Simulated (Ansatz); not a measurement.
Where the default PAW files enter, the runs use the earlier of Ansatz's two default sets.

Inside the gap of an insulator the Bloch states are evanescent, with a wavenumber k + iκ along the transport direction.

Given:

```yaml
crystal:
  lattice:
    - [5.00976, 0.00000, 0.00000]
    - [0.00000, 7.08487, 0.00000]
    - [2.50488, 3.54243, 2.50488]
  atoms:
    - { symbol: K, position: [0.00000, 0.00000, 0.00000] }
    - { symbol: I, position: [0.00000, 0.50000, 0.00000] }
```

Space group of this cell: Fm-3m, rock salt. The cell is taken as given.

Transport runs along the normal of the first two printed cell vectors, the (110) plane of the conventional cell.

The gap is the functional's own, uncorrected, and κ follows it; spin-orbit coupling is left out. Mid-gap values are interpolated between the computed energies.

Question: Give the band gap and the smallest decay constant κ at mid-gap that r2SCAN run with Ansatz (a program for electronic structure) yields.

Answer: Gap 4.59 eV on a 12×12×12 mesh; κ = 0.322 1/Å, at the zone centre.
